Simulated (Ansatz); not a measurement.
System: AlP (model structure, started from the BeO type, P4₂/mnm, No. 136, 8 atoms in the cell). Method: PBEsol (Ansatz, a quantum-chemistry and plane-wave program, plane waves, PAW).

Input:

Ansatz 0.2 input:
```yaml
crystal:
  lattice:
    - [6.6381347454, 0.0, 0.0]
    - [0.0, 6.6381347454, 0.0]
    - [0.0, 0.0, 3.8921182702]
  atoms:
    - { symbol: Al, position: [0.3275591598, 0.6724408402, 0.0] }
    - { symbol: Al, position: [0.6724408402, 0.3275591598, 0.0] }
    - { symbol: Al, position: [0.8275591598, 0.8275591598, 0.5] }
    - { symbol: Al, position: [0.1724408402, 0.1724408402, 0.5] }
    - { symbol: P, position: [0.3132769408, 0.3132769408, 0.0] }
    - { symbol: P, position: [0.6867230592, 0.6867230592, 0.0] }
    - { symbol: P, position: [0.1867230592, 0.8132769408, 0.5] }
    - { symbol: P, position: [0.8132769408, 0.1867230592, 0.5] }
basis:
  ecutwfc: 520
  ecutrho_ratio: 4
  xc_grid: 2
kpoints:
  mp_grid: { grid: [6, 6, 10] }
  band_path:
    path:
      - [0.0, 0.0, 0.0]
      - [0.0, 0.125, 0.0]
      - [0.0, 0.25, 0.0]
      - [0.0, 0.375, 0.0]
      - [0.0, 0.5, 0.0]
      - [0.125, 0.5, 0.0]
      - [0.25, 0.5, 0.0]
      - [0.375, 0.5, 0.0]
      - [0.5, 0.5, 0.0]
      - [0.416667, 0.416667, 0.0]
      - [0.333333, 0.333333, 0.0]
      - [0.25, 0.25, 0.0]
      - [0.166667, 0.166667, 0.0]
      - [0.083333, 0.083333, 0.0]
      - [0.0, 0.0, 0.071429]
      - [0.0, 0.0, 0.142857]
      - [0.0, 0.0, 0.214286]
      - [0.0, 0.0, 0.285714]
      - [0.0, 0.0, 0.357143]
      - [0.0, 0.0, 0.428571]
      - [0.0, 0.0, 0.5]
      - [0.0, 0.125, 0.5]
      - [0.0, 0.25, 0.5]
      - [0.0, 0.375, 0.5]
      - [0.0, 0.5, 0.5]
      - [0.125, 0.5, 0.5]
      - [0.25, 0.5, 0.5]
      - [0.375, 0.5, 0.5]
      - [0.5, 0.5, 0.5]
      - [0.416667, 0.416667, 0.5]
      - [0.333333, 0.333333, 0.5]
      - [0.25, 0.25, 0.5]
      - [0.166667, 0.166667, 0.5]
      - [0.083333, 0.083333, 0.5]
      - [0.0, 0.5, 0.071429]
      - [0.0, 0.5, 0.142857]
      - [0.0, 0.5, 0.214286]
      - [0.0, 0.5, 0.285714]
      - [0.0, 0.5, 0.357143]
      - [0.0, 0.5, 0.428571]
      - [0.5, 0.5, 0.071429]
      - [0.5, 0.5, 0.142857]
      - [0.5, 0.5, 0.214286]
      - [0.5, 0.5, 0.285714]
      - [0.5, 0.5, 0.357143]
      - [0.5, 0.5, 0.428571]
    npoints: 1
hamiltonian:
  xc: pbesol
  dispersion: none
  pseudopotentials: { kind: paw }
scf:
  occupations: { method: fermi_dirac, width: 0.01 }
  convergence: { dr2_threshold: 0.0000000008 }
output:
  forces: true
  stress: true
  eigenvalues: true
  write_bands: true
```

From the output:

```
Crystal: 8 atoms, lattice volume = 171.506 Å³
Basis set: ecut = 520 eV, 4615 PW (Γ), exchange–correlation on 100×100×60 points (8 copies of the dense FFT grid, shifted against one another)
Bands: 24, of which v1, the nominal top of the filled ones, is band 16 counted from 1 (15 counted from 0)
Symmetry: 16 space group operations
Space group: P42/mnm (ITA 136), of the structure as read, at distance tolerance 5.6e-5 Å
k-points: 60 of 360
Functional: x = pbesol(κ = 0.804, μ = 0.12345679012345678), c = pbesol(β = 0.046)
SCF iter   1: F=—  HF=-5062.387666 eV  |F-HF|=—  |Δ(HF+E_count)|=         —  Δρ=3.22e-3  dr2=3.20e-2
SCF iter   2: F=—  HF=-5062.381732 eV  |F-HF|=—  |Δ(HF+E_count)|=   5.93e-3  Δρ=1.54e-3  dr2=6.95e-3
  ...
SCF iter   7: F=—  HF=-5062.380633 eV  |F-HF|=—  |Δ(HF+E_count)|=   3.50e-8  Δρ=6.21e-7  dr2=9.06e-10
SCF iter   8: F=-5062.380633 eV  HF=-5062.380633 eV  |F-HF|=3.64e-12  |Δ(HF+E_count)|=   1.01e-9  Δρ=8.79e-8  dr2=2.15e-11
SCF 1 converged in 8 iterations: F = -5062.380633 eV  dr2 = 2.15e-11
SCF converged after 8 iterations
Free energy (F): -5062.380633 eV
Internal energy: -5062.380633 eV  (E = F + TS)
E sigma→0 (E₀):  -5062.380633 eV
Fermi energy:    5.408044 eV
--- Stress (GPa, compression-positive) ---
       -0.000366       0.000000       0.000000
        0.000000      -0.000366       0.000000
        0.000000       0.000000       0.008017
  P = ⅓ Tr σ = 0.0024 GPa (0.024 kbar)
```

The PAW data were made under PBE.

Note: the relaxation could raise the start's symmetry but not lower it, so the cell can be a saddle point.

A model structure was made by putting elements into a prototype or built by hand; it is no filed structure, need not be a known phase, and can be a saddle point held by its symmetry.
